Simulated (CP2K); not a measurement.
Checking a run of CP2K on La₃In (P1, 4 atoms in the cell). The aim is a self-consistent single point with DFT PBEsol, GPW, DZVP-MOLOPT-SR-GTH basis, GTH-PBE potentials (GTH_POTENTIALS).

Cell that was meant: a = 5.0854 Å, b = 5.0854 Å, c = 5.0854 Å, α = 90.00°, β = 90.00°, γ = 90.00°.

Part of the input:

```
      A 5.08540000 0.00000000 0.00000000
      B 0.00000000 5.08540000 0.00000000
      C 0.00000000 0.00000000 5.08540000
      MULTIPLE_UNIT_CELL 2 2 1
      PERIODIC XYZ
    &END CELL
    &COORD
```

Output (repeated stretches shortened):

```
 GLOBAL| Method name                                                        CP2K
   [... lines left out ...]
                           46                46.000                        1.000

 Number of electrons:                                                         46
 Number of occupied orbitals:                                                 23
 Number of molecular orbitals:                                                31

 Number of orbital functions:                                                103
 Number of independent orbital functions:                                    103
 SCF WAVEFUNCTION OPTIMIZATION

  Step     Update method      Time    Convergence         Total energy    Change
     1 NoMix/Diag. 0.20E+00      -     2.33074911      -151.2087408154 -1.51E+02
     2 Broy./Diag. 0.20E+00      -     0.05147624      -149.5698604753  1.64E+00
     3 Broy./Diag. 0.20E+00      -     0.20088878      -149.7792226006 -2.09E-01
     4 Broy./Diag. 0.20E+00      -     0.03502969      -150.6476392818 -8.68E-01
     5 Broy./Diag. 0.20E+00      -     0.07448841      -150.6869480400 -3.93E-02
     6 Broy./Diag. 0.20E+00      -     0.02719844      -150.7653945689 -7.84E-02
   [... 34 lines left out ...]
    41 Broy./Diag. 0.20E+00      -     0.00000041      -150.8940745610  7.28E-07
    42 Broy./Diag. 0.20E+00      -     0.00000010      -150.8940765354 -1.97E-06
    43 Broy./Diag. 0.20E+00      -     0.00000020      -150.8940782001 -1.66E-06
    44 Broy./Diag. 0.20E+00      -     0.00000005      -150.8940788256 -6.26E-07
  *** SCF run converged in    44 steps ***

  Overlap energy of the core charge distribution:               0.00000000000000
  Self energy of the core charge distribution:               -281.35361519171795
  Core Hamiltonian energy:                                     65.03819566521193
  Hartree energy:                                              85.33507417193015
  Exchange-correlation energy:                                -19.90126100186783
  Electronic entropic energy:                                  -0.01247246797351
  Fermi energy:                                                 0.01085819776042

  Total energy:                                              -150.89407882556046
  Total energy (extrapolated to T->0):                       -150.88784259157370

   [... lines left out ...]
 STRESS|                        x                   y                   z
 STRESS|      x       -1.04716484038E+04  -1.69445466412E+03   5.68224053939E+02
 STRESS|      y       -1.69445466412E+03  -1.04862259058E+04  -4.02350475298E+02
 STRESS|      z        5.68224053939E+02  -4.02350475298E+02  -1.78536524649E+04
 STRESS| 1/3 Trace                                            -1.29371755915E+04
```

Problem. Is anything amiss in this input, and did it matter?

Solution. The run is not sound. The fault is a cell multiplied without its atoms. The repeat must be given for both the cell and the atoms. To fix it, give the repeat in both places, or in neither. The run converged in 44 iterations without an error; against the sound input the free energy rises by 1.64 eV/atom, the pressure goes from -0.93 to -1.29 GPa and the largest force goes from 0.267 to 1.380 eV/Å.

The sound input it was made from differs as follows (other fixes are possible):
```diff
-      MULTIPLE_UNIT_CELL 2 2 1
```

With that input, the run converged in 19 iterations: free energy E − TS -4112.5887 eV; Fermi level (on the code's own zero) 9.07 eV; pressure -0.93 GPa; largest force (vector length) 0.267 eV/Å (DFT PBEsol, GPW, DZVP-MOLOPT-SR-GTH basis, GTH-PBE potentials (GTH_POTENTIALS)).

On the sound input: the starting cell comes from a database of published, mostly measured structures (it also holds non-ambient and calculated ones), without a prior relaxation at this level. Its atoms were displaced at random from the sites of space group no. 221. Values carry the incompleteness of an atom-centred basis. The potentials were made for another functional than the one used. Without a gap this mesh is coarse (it stands for a supercell whose shortest vector is 15 Å).
